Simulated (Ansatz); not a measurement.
Ansatz (a program for electronic structure) run on RbBi₂ (R3m, 6 atoms in the cell): self-consistent single point.

Method: PBEsol, default PAW files made with PBE (plane waves; Ansatz).

```xyz
6
Lattice="0.0000 4.7870 4.7870 4.7870 0.0000 4.7870 4.7870 4.7870 0.0000" Properties=species:S:1:pos:R:3 pbc="T T T"
Rb     4.8159     4.8159     4.8159
Rb     7.1805     7.1805     7.1805
Bi     1.1967     3.5902     3.5902
Bi     3.5902     3.5902     1.1967
Bi     3.5902     1.1967     3.5902
Bi     1.1967     1.1967     1.1967
```

Reference input (self-consistent single point, DFT, PBEsol, plane waves, default PAW files made with PBE): basis.ecutwfc = 420 eV; kpoints.mp_grid.grid = 5 5 5; hamiltonian.xc = pbesol; hamiltonian.pseudopotentials = {kind: paw} (the program's default PAW files); scf.occupations.method = fermi_dirac; scf.occupations.width = 0.1 eV. This run's input differs from it in these lines:

Ansatz 0.2 input:
```diff
@@ -17,3 +17,3 @@
   mp_grid:
-    grid: [5, 5, 5]
+    grid: [14, 14, 14]
 hamiltonian:
@@ -25,3 +25,3 @@
     method: fermi_dirac
-    width: 0.1 eV
+    width: 0.02 eV
 output:
```

Output, abridged:

```
SCF iter   1: F=—  HF=-55403.972380 eV  |F-HF|=—  |Δ(HF+E_count)|=         —  Δρ=1.81e-3  dr2=1.10e-2  ethr=1.77e-3  ⟨swp⟩=8.8  Hψ=62038  notcnv=0  defer=18
all-band conjugate gradients solve this SCF's bands
preconditioner: auto → Kerker (q_TF=auto, 2.296 Å⁻¹)
SCF iter   2: F=—  HF=-55403.969043 eV  |F-HF|=—  |Δ(HF+E_count)|=   3.34e-3  Δρ=1.17e-3  dr2=4.62e-3  ethr=1.41e-5  ⟨swp⟩=2.8  Hψ=26275  notcnv=0  defer=654
   [... lines left out ...]
SCF iter   4: F=—  HF=-55403.967883 eV  |F-HF|=—  |Δ(HF+E_count)|=   1.10e-4  Δρ=2.73e-4  dr2=1.28e-4  ethr=4.54e-7  ⟨swp⟩=3.0  Hψ=24425  notcnv=0  defer=654
SCF iter   5: F=—  HF=-55403.967846 eV  |F-HF|=—  |Δ(HF+E_count)|=   3.63e-5  Δρ=6.25e-5  dr2=5.75e-6  ethr=1.64e-7  ⟨swp⟩=2.0  Hψ=23533  notcnv=0  defer=654
SCF iter   6: F=—  HF=-55403.967717 eV  |F-HF|=—  |Δ(HF+E_count)|=   1.30e-4  Δρ=2.42e-5  dr2=9.35e-7  ethr=7.38e-9  ⟨swp⟩=2.0  Hψ=21841  notcnv=0  defer=654
SCF iter   7: F=-55403.967716 eV  HF=-55403.967716 eV  |F-HF|=5.57e-8  |Δ(HF+E_count)|=   3.66e-7  Δρ=6.20e-6  dr2=7.18e-8  ethr=1.28e-10  ⟨swp⟩=9.8  Hψ=73256  notcnv=0
SCF 1 converged in 7 iterations: F = -55403.967716 eV  dr2 = 7.18e-8
Free energy (F): -55403.967716 eV
Internal energy: -55403.961264 eV  (E = F + TS)
E sigma→0 (E₀):  -55403.964490 eV
Entropy (-TS):   -0.006452 eV (-1.075 meV/atom)
Fermi energy:    8.290814 eV
--- Forces (eV/Å), atoms counted from 1 ---
  atom   1  Rb    -0.03946670    -0.03946670    -0.03946670
  atom   2  Rb     0.00503973     0.00503973     0.00503973
  atom   3  Bi     0.01412340     0.00866796     0.00866796
  atom   4  Bi     0.00866796     0.00866796     0.01412340
  atom   5  Bi     0.00866796     0.01412340     0.00866796
  atom   6  Bi     0.00298412     0.00298412     0.00298412
--- Stress (GPa, compression-positive) ---
       -0.577436      -0.012303      -0.012303
       -0.012303      -0.577436      -0.012303
       -0.012303      -0.012303      -0.577436
  P = ⅓ Tr σ = -0.5774 GPa (-5.774 kbar)
  The stress holds the Pulay correction. Without it, at fixed plane waves, as pw.x and ABINIT print it: P = -0.5939 GPa
```

The run converged in 7 iterations. Against the reference run the free energy drops by 36.5 meV/atom, the pressure goes from -0.21 to -0.58 GPa and the largest force stays at 0.068 eV/Å.

The starting cell comes from a database of computed structures (which also holds hypothetical and non-ambient phases and stackings), without a prior relaxation at this level. Its lattice was rescaled by up to half a per cent. One atom was moved a little off its site on purpose. Ansatz's pressure includes its estimate of the finite-basis (Pulay) stress.

Cost on one core of a shared machine: roughly 3 min.
